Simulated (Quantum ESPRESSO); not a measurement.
**A short convergence ladder for TmZn (P4mm, 2 atoms in the cell)**

```yaml
crystal:
  lattice:
    - [3.48325, 0.00000, 0.00000]
    - [0.00000, 3.48325, 0.00000]
    - [0.00000, 0.00000, 3.48325]
  atoms:
    - { symbol: Tm, position: [0.00000, 0.00000, 0.01435], spin: 2.0 }
    - { symbol: Zn, position: [0.50000, 0.50000, 0.50000] }
```
(The spins are starting values, not results.)

Base method: LDA (PZ), SSSP 1.1.2 efficiency (PBE) pseudopotentials (plane waves; Quantum ESPRESSO).

Base settings: ecutwfc = 50 Ry; ecutrho = 400 Ry; occupations = smearing; smearing = fd; degauss = 0.0073499 Ry; nspin = 2; input_dft = pz; potentials = {Tm: Tm.GGA-PBE-paw-v1.0.UPF, Zn: Zn_pbe_v1.uspp.F.UPF}; K_POINTS = automatic 5 5 5 0 0 0; conv_thr = 1e-09 Ry.

The count of work is k-points × plane waves × bands × iterations; it is no time. 

**The k-point mesh**

The second cell is the first with its lattice scaled by 0.98.

Only quantities that move along the ladder and can be compared are tabulated.

| K_POINTS | free energy less the last step's (meV/atom) | energy of the compressed cell less the first (meV/atom) | pressure (GPa) | largest difference of a force vector from the last step's (eV/Å) | net moment (μB/atom) | count of work / last |
|---|---|---|---|---|---|---|
| automatic 2 2 2 0 0 0 | -35.37 | -0.59 | -2.37 | 0.162 | 0.620 | 0.19 |
| automatic 4 4 4 0 0 0 | 70.60 | -9.65 | -3.15 | 0.014 | 0.610 | 0.50 |
| automatic 5 5 5 0 0 0 | 4.18 | -2.88 | -2.36 | 0.004 | 0.610 | 0.42 |
| automatic 6 6 6 0 0 0 | 0.00 | -4.00 | -2.81 | 0.000 | 0.635 | 1.0 |

Coarsest K_POINTS that holds the net moment within 0.02 μB/atom: not settled: the last two steps still differ by 0.025 μB/atom, over half the tolerance, so the ladder does not show it.

On the base run: the starting cell comes from a database of computed structures (which also holds hypothetical and non-ambient phases and stackings), without a prior relaxation at this level. Its lattice was rescaled by up to half a per cent. One atom was moved a little off its site on purpose. With one magnetic atom in the cell only a parallel order is possible. With U or open f shells several self-consistent states can exist. The f electrons are in the valence without U or exact exchange, which can misplace them near the Fermi level. Spin-orbit terms, which matter for f shells, are left out. Without a gap this mesh is coarse (it stands for a supercell whose shortest vector is 17 Å).
